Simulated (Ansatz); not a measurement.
# Ansatz run on Lu₂AlCo₃ (R3m, 6 atoms in the cell): self-consistent single point

Level of theory: LDA (PW92), default PAW files made with PBE (plane waves; Ansatz, a quantum-chemistry and plane-wave program).

Input as run:

Ansatz 0.2 input:
```yaml
crystal:
  lattice:
    - [2.591084, 1.495964, 3.788058]
    - [-2.591084, 1.495964, 3.788058]
    - [0.000000, -2.991926, 3.788058]
  atoms:
    - { symbol: Lu, position: [0.375553, 0.375553, 0.375553] }
    - { symbol: Lu, position: [0.628847, 0.628847, 0.628847] }
    - { symbol: Al, position: [0.000000, 0.000000, 0.000000] }
    - { symbol: Co, position: [0.500000, 0.000000, 0.000000] }
    - { symbol: Co, position: [0.000000, 0.500000, 0.000000] }
    - { symbol: Co, position: [0.000000, 0.000000, 0.500000] }
basis:
  ecutwfc: 420.0
kpoints:
  mp_grid: { grid: [8, 8, 8] }
hamiltonian:
  xc: lda
  pseudopotentials: { kind: paw }
scf:
  occupations: { method: fermi_dirac, width: 0.1 }
output:
  forces: true
  eigenvalues: true
  stress: true
```

Output (repeated stretches shortened):

```
WARN ansatz: RAYON_NUM_THREADS=1 ignored (pool sized by the plan → 1); use --threads N
Pseudopotentials: kind: paw
Pseudopotential: Lu, paw, valence charge 25
Pseudopotential: Al, paw, valence charge 3
Pseudopotential: Co, paw, valence charge 17
Crystal: 6 atoms, lattice volume = 88.099 Å³
Basis set: ecut = 420 eV, 1723 PW (Γ)
Bands: 63, of which v1, the nominal top of the filled ones, is band 52 counted from 1 (51 counted from 0)
Symmetry: 6 space group operations
Space group: R3m (ITA 160), of the structure as read, at distance tolerance 4.4e-5 Å
k-points: 65 of 512 (time reversal used)
PAW frozen core: Lu, regenerated for the run's functional, and the local potential with it
PAW frozen core: Al, regenerated for the run's functional, and the local potential with it
PAW frozen core: Co, regenerated for the run's functional, and the local potential with it
Initial density: superposition of atomic densities (neutral atoms: chi_scale 0, normalization atom), corrected by the library's trained network
Initial wavefunctions: pseudopotential atomic-orbital guess
Eigensolver: davidson
Functional: x = slater, c = lda
SCF iter   1: F=—  HF=-44689.824342 eV  |F-HF|=—  |Δ(HF+E_count)|=         —  Δρ=2.29e-2  dr2=2.85e-1  ethr=1.77e-3  ⟨swp⟩=6.9  Hψ=18362  notcnv=0  defer=2
all-band conjugate gradients solve this SCF's bands
preconditioner: auto → Kerker (q_TF=auto, 2.805 Å⁻¹)
SCF iter   2: F=—  HF=-44689.802300 eV  |F-HF|=—  |Δ(HF+E_count)|=   2.20e-2  Δρ=8.51e-3  dr2=3.97e-2  ethr=2.74e-4  ⟨swp⟩=2.0  Hψ=8607  notcnv=0  defer=40
SCF iter   3: F=—  HF=-44689.801515 eV  |F-HF|=—  |Δ(HF+E_count)|=   7.85e-4  Δρ=1.86e-3  dr2=3.51e-3  ethr=3.82e-5  ⟨swp⟩=2.3  Hψ=6849  notcnv=0  defer=40
SCF iter   4: F=—  HF=-44689.799590 eV  |F-HF|=—  |Δ(HF+E_count)|=   1.93e-3  Δρ=1.04e-3  dr2=8.19e-4  ethr=3.38e-6  ⟨swp⟩=3.1  Hψ=8063  notcnv=0  defer=40
SCF iter   5: F=—  HF=-44689.799344 eV  |F-HF|=—  |Δ(HF+E_count)|=   2.46e-4  Δρ=5.79e-4  dr2=2.41e-4  ethr=7.88e-7  ⟨swp⟩=2.3  Hψ=8182  notcnv=0  defer=40
SCF iter   6: F=—  HF=-44689.799325 eV  |F-HF|=—  |Δ(HF+E_count)|=   1.84e-5  Δρ=3.19e-4  dr2=5.92e-5  ethr=2.31e-7  ⟨swp⟩=2.0  Hψ=7166  notcnv=0  defer=40
SCF iter   7: F=—  HF=-44689.799300 eV  |F-HF|=—  |Δ(HF+E_count)|=   2.51e-5  Δρ=9.86e-5  dr2=4.22e-6  ethr=5.69e-8  ⟨swp⟩=2.4  Hψ=7418  notcnv=0  defer=40
SCF iter   8: F=—  HF=-44689.799299 eV  |F-HF|=—  |Δ(HF+E_count)|=   1.38e-6  Δρ=1.63e-5  dr2=1.48e-7  ethr=4.05e-9  ⟨swp⟩=2.2  Hψ=7610  notcnv=0  defer=40
SCF iter   9: F=—  HF=-44689.799299 eV  |F-HF|=—  |Δ(HF+E_count)|=   4.18e-8  Δρ=1.39e-5  dr2=1.17e-7  ethr=9.62e-11  ⟨swp⟩=12.0  Hψ=27382  notcnv=0
SCF iter  10: F=-44689.799299 eV  HF=-44689.799299 eV  |F-HF|=1.44e-8  |Δ(HF+E_count)|=   1.72e-7  Δρ=5.03e-6  dr2=1.57e-8  ethr=9.62e-11  ⟨swp⟩=7.2  Hψ=19659  notcnv=0
SCF 1 converged in 10 iterations: F = -44689.799299 eV  dr2 = 1.57e-8
SCF converged after 10 iterations
Free energy (F): -44689.799299 eV
Harris-Foulkes:  -44689.799299 eV  (|F-HF|=1.44e-8)
Internal energy: -44689.609872 eV  (E = F + TS)
E sigma→0 (E₀):  -44689.704585 eV
Entropy (-TS):   -0.189427 eV (-31.571 meV/atom)
Fermi energy:    17.024911 eV
--- Per-component energies (eV) ---
  E_band       = -551.115922
  E_kinetic    = 2246.809674
  E_local      = -22003.144785  (includes V_loc(G=0)·N_el)
  E_nonlocal   = 2565.004920
  E_hartree    = 9301.182277
  E_xc         = -951.845544
  E_vxc        = -1167.815920  (∫ρ·V_xc dr)
  E_paw        = -19078.795865  (= ΣΔE_a)
  E_vpaw       = -794.350745  (= ΣTr[D̂ρ^β])
  E_aug_tail   = 0.000144  (compensation charges beyond the density's cutoff)
  E_ewald      = -16774.768432
  E_core_change = 5.947738  (= ΣΔE_core)
  E_smearing   = -0.189427  (= −TS)
  E_closure    = 0.000000  (closes the sum)
  Σ components = -44689.799299   (vs F -44689.799299, Δ=0.00e0)
--- Forces (eV/Å), atoms counted from 1 ---
  atom   1  Lu    -0.00000000    -0.00000002    -0.25141856
  atom   2  Lu    -0.00000000     0.00000001     0.10496455
  atom   3  Al    -0.00000000    -0.00000000    -0.00294132
  atom   4  Co    -0.03575659    -0.02064407     0.04979583
  atom   5  Co     0.03575659    -0.02064407     0.04979583
  atom   6  Co     0.00000000     0.04128816     0.04979582
  max |Σ_I F_I| component: 7.85e-6 eV/Å
--- Stress (GPa, compression-positive) ---
       -6.208352       0.000000       0.000000
        0.000000      -6.208352       0.000000
        0.000000       0.000000      -3.304528
  P = ⅓ Tr σ = -5.2404 GPa (-52.404 kbar)
  The stress holds the Pulay correction. Without it, at fixed plane waves, as pw.x and ABINIT print it: P = -5.3871 GPa
--- Band table (eV; the first three rows and the last of 65) ---
  k-point 0: bands = ["-76.5674", "-76.5503", "-76.5503", "-40.4203", "-40.3174", "-40.3174", "-40.2409", "-40.2409", "-40.2263", "-40.1983", "-40.1888", "-40.1888", "-38.3904", "-38.2825", "-9.4844", "-9.2722", "-9.2722", "-8.9488", "-8.9488", [...]
  k-point 1: bands = ["-76.5668", "-76.5509", "-76.5503", "-40.4160", "-40.3189", "-40.3154", "-40.2423", "-40.2405", "-40.2256", "-40.2003", "-40.1913", "-40.1892", "-38.3879", "-38.2849", "-9.4881", "-9.2787", "-9.2756", "-8.9483", "-8.9419", [...]
  k-point 2: bands = ["-76.5652", "-76.5525", "-76.5504", "-40.4042", "-40.3235", "-40.3102", "-40.2462", "-40.2394", "-40.2234", "-40.2060", "-40.1974", "-40.1898", "-38.3812", "-38.2911", "-9.4967", "-9.2933", "-9.2856", "-8.9455", "-8.9262", [...]
  k-point 64: bands = ["-76.5674", "-76.5504", "-76.5504", "-40.4206", "-40.3174", "-40.3174", "-40.2411", "-40.2411", "-40.2293", "-40.1983", "-40.1886", "-40.1886", "-38.3403", "-38.3302", "-9.5216", "-9.3537", "-9.3537", "-8.8649", "-8.8649", [...]
```

The run converged in 10 iterations.

The starting cell comes from a database of computed structures (which also holds hypothetical and non-ambient phases and stackings), without a prior relaxation at this level. Its lattice was rescaled by up to half a per cent. One atom was moved a little off its site on purpose. Spin-orbit coupling is off. Spin polarisation is off. With a pressure of about -5 GPa the cell is away from its equilibrium volume at this level. Ansatz's pressure includes its estimate of the finite-basis (Pulay) stress.
